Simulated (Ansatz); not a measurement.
The starting structures come from a database of crystals and need not be the phases stable at ambient conditions.

# Evanescent states of Ba$_{2}$MgH$_{6}$ (P-3m1, not sure to be the ambient phase, 9 atoms a cell, 14.3 Å³ an atom) along the normal of (111)

Method: r2SCAN (plane waves, PAW; Ansatz, a program for electronic structure).

The gap is the functional's own. No spin-orbit coupling. Mid-gap values are interpolated on the energy grid.

Energies count from the valence-band top; κ is the least over a 4×4 mesh across the current.

| E (eV) | κ (1/Å) | where |
|---|---|---|
| 0.09 | 0.129 | off Γ |
| 0.26 | 0.212 | off Γ |
| 0.42 | 0.261 | off Γ |
| 0.59 | 0.299 | off Γ |
| 0.77 | 0.314 | off Γ |
| 0.94 | (withheld) | off Γ |
| 1.10 | (withheld) | off Γ |
| 1.27 | (withheld) | off Γ |
| 1.45 | (withheld) | off Γ |
| 1.61 | (withheld) | off Γ |
| 1.78 | (withheld) | off Γ |
| 1.96 | (withheld) | off Γ |
| 2.12 | (withheld) | off Γ |
| 2.29 | (withheld) | off Γ |
| 2.46 | (withheld) | Γ |
| 2.63 | 0.277 | Γ |
| 2.81 | 0.253 | Γ |
| 2.98 | 0.224 | Γ |
| 3.15 | 0.188 | Γ |
| 3.31 | 0.138 | Γ |

Question: Complete the blanks.

Answer: 
- 0.94, κ (1/Å): 0.324
- 1.10, κ (1/Å): 0.331
- 1.27, κ (1/Å): 0.335
- 1.45, κ (1/Å): 0.336
- 1.61, κ (1/Å): 0.336
- 1.78, κ (1/Å): 0.333
- 1.96, κ (1/Å): 0.328
- 2.12, κ (1/Å): 0.321
- 2.29, κ (1/Å): 0.311
- 2.46, κ (1/Å): 0.298
